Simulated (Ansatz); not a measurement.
Input and output of a self-consistent single point for a (100) slab of Li2HfO3 (cut from a parent of space group no. 12; 12 atoms in the cell) (Ansatz, a program for electronic structure).

Computed with PBEsol, default PAW files made with PBE (plane waves; Ansatz).

The change in words: vacuum of 5 angstrom (first run: 14 Å). Reference geometry:
```
CELL_PARAMETERS angstrom
      4.18017     0.00000     0.00000
      0.00000     3.19833     0.00000
      0.00000     0.00000    21.81662
ATOMIC_POSITIONS crystal
  Li 0.00000 0.41603 0.45890
  Li 0.50000 0.38955 0.54110
  Hf 0.00000 0.88659 0.61012
  O  0.00000 0.38634 0.54835
  O  0.50000 0.41923 0.45165
  O  0.50000 0.88659 0.61012
  Li 0.50000 0.38362 0.67914
  Li 0.00000 0.42196 0.32086
  Hf 0.50000 0.91899 0.38988
  O  0.50000 0.41875 0.32810
  O  0.00000 0.38683 0.67190
  O  0.00000 0.91899 0.38988
```

Reference input (self-consistent single point, DFT, PBEsol, plane waves, default PAW files made with PBE): basis.ecutwfc = 420 eV; kpoints.mp_grid.grid = 6 7 1; hamiltonian.xc = pbesol; hamiltonian.pseudopotentials = {kind: paw} (the program's default PAW files); scf.occupations.method = fermi_dirac; scf.occupations.width = 0.02 eV. This run's input differs from it in these lines:

Ansatz 0.2 input:
```diff
@@ -5,16 +5,16 @@
     - [0.000000, 3.198326, 0.000000]
-    - [0.000000, 0.000000, 21.816618]
+    - [0.000000, 0.000000, 12.816632]
   atoms:
-    - { symbol: Li, position_ang: [0.000000, 1.330587, 10.011602] }
-    - { symbol: Li, position_ang: [2.090086, 1.245911, 11.805016] }
-    - { symbol: Hf, position_ang: [0.000000, 2.835594, 13.310820] }
-    - { symbol: O, position_ang: [0.000000, 1.235657, 11.963099] }
-    - { symbol: O, position_ang: [2.090086, 1.340841, 9.853519] }
-    - { symbol: O, position_ang: [2.090086, 2.835594, 13.310820] }
-    - { symbol: Li, position_ang: [2.090086, 1.226948, 14.816625] }
-    - { symbol: Li, position_ang: [0.000000, 1.349550, 6.999993] }
-    - { symbol: Hf, position_ang: [2.090086, 2.939230, 8.505798] }
-    - { symbol: O, position_ang: [2.090086, 1.339296, 7.158011] }
-    - { symbol: O, position_ang: [0.000000, 1.237202, 14.658607] }
-    - { symbol: O, position_ang: [0.000000, 2.939230, 8.505798] }
+    - { symbol: Li, position_ang: [0.000000, 1.330587, 5.511613] }
+    - { symbol: Li, position_ang: [2.090086, 1.245911, 7.305019] }
+    - { symbol: Hf, position_ang: [0.000000, 2.835594, 8.810832] }
+    - { symbol: O, position_ang: [0.000000, 1.235657, 7.463112] }
+    - { symbol: O, position_ang: [2.090086, 1.340841, 5.353520] }
+    - { symbol: O, position_ang: [2.090086, 2.835594, 8.810832] }
+    - { symbol: Li, position_ang: [2.090086, 1.226948, 10.316633] }
+    - { symbol: Li, position_ang: [0.000000, 1.349550, 2.499999] }
+    - { symbol: Hf, position_ang: [2.090086, 2.939230, 4.005800] }
+    - { symbol: O, position_ang: [2.090086, 1.339296, 2.658016] }
+    - { symbol: O, position_ang: [0.000000, 1.237202, 10.158616] }
+    - { symbol: O, position_ang: [0.000000, 2.939230, 4.005800] }
 basis:
```

The program printed (abridged):

```
SCF iter   1: F=—  HF=-35390.613467 eV  |F-HF|=—  |Δ(HF+E_count)|=         —  Δρ=1.35e-2  dr2=2.78e-1  ethr=1.77e-3  ⟨swp⟩=6.6  Hψ=3611  notcnv=0  defer=12
all-band conjugate gradients solve this SCF's bands
preconditioner: auto → Resta (q_TF=auto, 2.494 Å⁻¹)
SCF iter   2: F=—  HF=-35390.546412 eV  |F-HF|=—  |Δ(HF+E_count)|=   6.71e-2  Δρ=3.62e-3  dr2=1.30e-2  ethr=2.78e-4  ⟨swp⟩=2.3  Hψ=1873  notcnv=0  defer=71
   [... lines left out ...]
SCF iter   6: F=—  HF=-35390.543656 eV  |F-HF|=—  |Δ(HF+E_count)|=   3.02e-4  Δρ=7.47e-5  dr2=1.37e-5  ethr=8.32e-8  ⟨swp⟩=2.7  Hψ=1782  notcnv=0  defer=71
SCF iter   7: F=—  HF=-35390.543665 eV  |F-HF|=—  |Δ(HF+E_count)|=   8.23e-6  Δρ=7.63e-5  dr2=9.72e-6  ethr=1.37e-8  ⟨swp⟩=2.0  Hψ=1573  notcnv=0  defer=71
SCF iter   8: F=—  HF=-35390.543664 eV  |F-HF|=—  |Δ(HF+E_count)|=   6.64e-7  Δρ=1.33e-5  dr2=3.85e-7  ethr=9.72e-9  ⟨swp⟩=2.0  Hψ=1485  notcnv=0  defer=71
SCF iter   9: F=-35390.543664 eV  HF=-35390.543664 eV  |F-HF|=1.31e-9  |Δ(HF+E_count)|=   2.83e-7  Δρ=6.86e-6  dr2=8.62e-8  ethr=1.00e-10  ⟨swp⟩=12.4  Hψ=4464  notcnv=0
SCF 1 converged in 9 iterations: F = -35390.543664 eV  dr2 = 8.62e-8
Free energy (F): -35390.543664 eV
Internal energy: -35390.543664 eV  (E = F + TS)
E sigma→0 (E₀):  -35390.543664 eV
Fermi energy:    6.760370 eV
--- Forces (eV/Å), atoms counted from 1 ---
  atom   1  Li     0.00000000    -0.00546224     0.05954374
  atom   2  Li     0.00000000     0.00546224    -0.05954374
  atom   3  Hf     0.00000000     0.00490572     0.26633273
  atom   4  O      0.00000000     0.00480640    -0.17572359
  atom   5  O      0.00000000    -0.00480640     0.17572359
  atom   6  O      0.00000000     0.00163322     0.19268101
  atom   7  Li     0.00000000     0.01440938    -0.55427577
  atom   8  Li     0.00000000    -0.01440938     0.55427577
  atom   9  Hf     0.00000000    -0.00490572    -0.26633273
   [... lines left out ...]
  atom  12  O      0.00000000    -0.00163322    -0.19268101
--- Stress (GPa, compression-positive) ---
       -4.374888       0.000000       0.000000
        0.000000      -1.510460       0.027697
        0.000000       0.027697      -1.878969
  P = ⅓ Tr σ = -2.5881 GPa (-25.881 kbar)
  The stress holds the Pulay correction. Without it, at fixed plane waves, as pw.x and ABINIT print it: P = -3.0791 GPa
```

The run converged in 9 iterations. Against the reference run the free energy stays essentially unchanged (within 1 meV/atom), the largest force goes from 0.568 to 0.554 eV/Å and the gap on the mesh goes from 4.253 to 3.975 eV.

The starting cell comes from a database of computed structures (which also holds hypothetical and non-ambient phases and stackings), without a prior relaxation at this level. The slab is cut from that crystal, and its faces are unrelaxed. Its lattice was rescaled by up to half a per cent. Spin-orbit coupling is off. Spin polarisation is off, though cut faces can carry moments; a gap of a slab can lie between surface states.
